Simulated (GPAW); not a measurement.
## Pressure against volume in rock-salt CaSe (space group 225) (GPAW, PBEsol)

```yaml
crystal:
  lattice:
    - [0.00000, 2.87406, 2.87406]
    - [2.87406, 0.00000, 2.87406]
    - [2.87406, 2.87406, 0.00000]
  atoms:
    - { symbol: Ca, position: [0.00000, 0.00000, 0.00000] }
    - { symbol: Se, position: [0.50000, 0.50000, 0.50000] }
```

Method: PBEsol, GPAW PAW datasets PBEsol (made by gpaw-setup) (plane waves; GPAW). Settings: mode = pw; ecut = 585 eV; xc = PBEsol; kpts = 10 10 10; mesh shift (steps) = 0 0 0; occupations.name = fermi-dirac; occupations.width = 0.01 eV; nbands = -6; convergence.density = 1e-05 e/electron; convergence.energy = 1e-05 eV/electron; convergence.bands = -4; symmetry.symmorphic = false; symmetry.tolerance = 0.0005; maxiter = 150. The cell above is the first row's. The rows scale it uniformly. In all rows fractional positions and the k mesh are held.

| V (Å^3/atom) | P (GPa) |
|---|---|
| 23.740 | ? |
| 24.256 | 2.61 |
| 24.772 | 1.34 |
| 25.289 | 0.21 |
| 25.805 | -0.82 |
| 26.321 | -1.73 |
| 26.837 | -2.57 |
| 27.353 | -3.32 |
| 27.869 | -4.00 |

### Question
Fit P against V with a cubic, and predict the withheld value at V = 23.740.

### Answer
With u = V - 26.1, the rows have u = -1.8440, -1.3280, -0.8110, -0.2950, 0.2210, 0.7370, 1.2530, 1.7690. Least squares gives P = -1.354 - 1.7694·u + 0.1795·u² - 0.01422·u³. Residuals (row less fit): 0.002, -0.006, 0.003, -0.004, 0.006, -0.004, -0.003, 0.001; standard error 0.006 (degrees of freedom: 4). The fitted pressure is zero at V0 = 25.39, where dP/dV = -2.046, so B0 = -V0·dP/dV = 52.0 GPa. At the withheld row, u = -2.3600, so P = -1.354 - 1.7694 × (-2.3600) + 0.1795 × (-2.3600)² - 0.01422 × (-2.3600)³ = 4.008 GPa. The calculation gives 4.02 GPa, 0.012 GPa above the prediction (0.1 % of the range of P in the table). The row lies outside the fitted rows, so this is an extrapolation. From the scatter of the fitted rows alone, a prediction at this place has a standard error of 0.015 GPa, so the miss is 0.8 times that.

Carrying the step between the two nearest rows on in a straight line would have given 3.88, off by 0.14; series whose last step already gives the withheld value aren't shown. The scan was laid around a cell of about the measured size, scaled by a guess for this functional. The runs keep the symmetry of the cell, so they don't test it for distortions. Cutoffs and mesh are single choices, not tested for convergence of this quantity. Series with a scatter that would blur these digits, or in which a gap closes, are not shown.
